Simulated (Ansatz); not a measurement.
**Al under a change: Al → Y**

The reference is Al in the fcc (Cu type) structure (space group Fm-3m, No. 225; a = 4.014 Å).

One thing is altered: full substitution Al → Y; the structure is relaxed again.

Computed with Ansatz (a quantum-chemistry and plane-wave program) PBEsol, spin-orbit coupling left out. Settings: 16×16×16 k-points, 0.05 eV Fermi–Dirac smearing, for the changed cell.

```json
{
 "shortest_interatomic_distance": "3.519 Å (base 2.839 Å)",
 "band_gap": "zero (base zero)"
}
```

Whether these cells are dynamically stable was not tested. The final runs are not spin-polarised. This is not the structure that Y has at room temperature and ambient pressure.
